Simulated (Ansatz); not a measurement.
Effect of biaxial strain −1.25 %, plane normal [111], relaxed out of plane on YN

Take YN in the rock salt structure (space group Fm-3m, No. 225; a = 4.856 Å) as the base. Axes: x, y, z lie along the cube axes.

Modification: biaxial strain −1.25 %, plane normal [111], relaxed out of plane (Cartesian); in-plane vectors clamped, the third vector and the atoms free.

Level of theory: PBEsol/PAW in Ansatz (a program for electronic structure), no spin-orbit coupling. k-mesh 12×12×12 (Γ-centred); smearing 0.05 eV (Fermi–Dirac).

```json
[
 {"quantity": "volume per atom", "base": "14.31 Å³", "changed": "14.05 Å³", "shift": "-0.266 Å³"},
 {"quantity": "space group", "base": "Fm-3m (No. 225)", "changed": "R-3m (No. 166)", "shift": "–"},
 {"quantity": "shortest interatomic distance", "base": "2.428 Å", "changed": "2.413 Å", "shift": "-0.015 Å"},
 {"quantity": "energy relative to the base (free energy F)", "base": "0 meV/atom", "changed": "+5.5 meV/atom", "shift": "+5.5 meV/atom"},
 {"quantity": "pressure (mean of the normal stresses, compression positive)", "base": "0.0 GPa", "changed": "3.3 GPa", "shift": "+3.3 GPa"},
 {"quantity": "band gap", "base": "0.08 eV", "changed": "zero", "shift": "–"},
 {"quantity": "out-of-plane strain (rough)", "base": "–", "changed": "+0.65 %", "shift": "–"},
 {"quantity": "mean in-plane stress (compression positive) (rough)", "base": "–", "changed": "+5.0 GPa", "shift": "–"}
]
```

Final structure (turned so that z lies along the plane normal):

```
YN
1.0
    3.39091     0.00000     0.00000
    1.69545     2.93661     0.00000
    1.69545    -0.97887     2.82180
Y N
1 1
Cartesian
  0.00000   0.00000   0.00000
  1.69545   0.97887   1.41090
```

Without a gap, meshes like the base's 12×12×12 leave anisotropic stresses uncertain by several tenths of a GPa, and small strain energies with them. Stability against distortions was not tested. The final runs are not spin-polarised. Gaps under 0.05 eV, about the width of the smearing, are given as zero. A zero or small gap of YN can be the functional's error rather than a property of the material.
